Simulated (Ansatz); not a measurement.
The reference is Fe₂O₃ in the corundum structure (space group R-3c, No. 167; a = 4.774 Å, c = 13.312 Å (hexagonal axes); ferromagnetic).

The values are results of PBE/PAW in Ansatz (a program for electronic structure), scalar-relativistic without spin-orbit coupling, earlier PAW set, not measurements.

For the base:

- Magnetic state: ferromagnetic
- Largest site moment: 0.86 μB
- Shortest interatomic distance: 1.895 Å

Now apply this change: a hydrostatic pressure of 75 GPa.

Predict the new magnetic state.

The magnetic state remains ferromagnetic.

Predict the new largest site moment.

The largest site moment drops by 0.05 μB, from 0.86 μB to 0.81 μB.

Estimate the effect on the shortest interatomic distance.

The shortest interatomic distance drops by 0.125 Å, from 1.895 Å to 1.770 Å.

Load acts through the strain it causes; cell and atoms are relaxed under it. Stability against distortions was not tested. No other phases were tried under pressure. No Hubbard U is applied and the magnetic state is the run's own (Fe2O3 ferromagnetic); small cells can't hold the antiferromagnetic order that many such compounds have, so gaps and moments can be off. In its common phase, real Fe2O3 is an antiferromagnetic insulator at low temperature.
